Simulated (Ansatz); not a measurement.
Start from Cu₃N (space group Pm-3m, No. 221; a = 3.765 Å). Axes: x, y, z lie along the cube axes.

Modification: the cell is stretched by 1.48 % along z with no lateral relaxation; the atoms relax in the strained cell.

Levels (all Ansatz, a program for electronic structure, PAW, earlier PAW set): PBEsol (420 eV, no SOC); PBEsol+SOC (420 eV, noncollinear with spin-orbit coupling).

The geometry is relaxed with PBEsol.

```
Quantity            Value
---------------  --------
PBEsol band gap   0.06 eV
PBEsol pressure  -1.8 GPa
```

Task: Predict the band gap and pressure from PBEsol+SOC.

Result: The band gap goes from 0.06 eV to zero; the pressure stays essentially unchanged (-1.8 GPa against -1.9 GPa).

Single points use the geometry relaxed with PBEsol. The spin-orbit shifts are approximate. Stability against distortions was not tested. The runs without spin-orbit coupling are not spin-polarised. Gaps under 0.05 eV, about the width of the smearing, are given as zero. The zero or small gap of Cu3N can change with the level of theory.
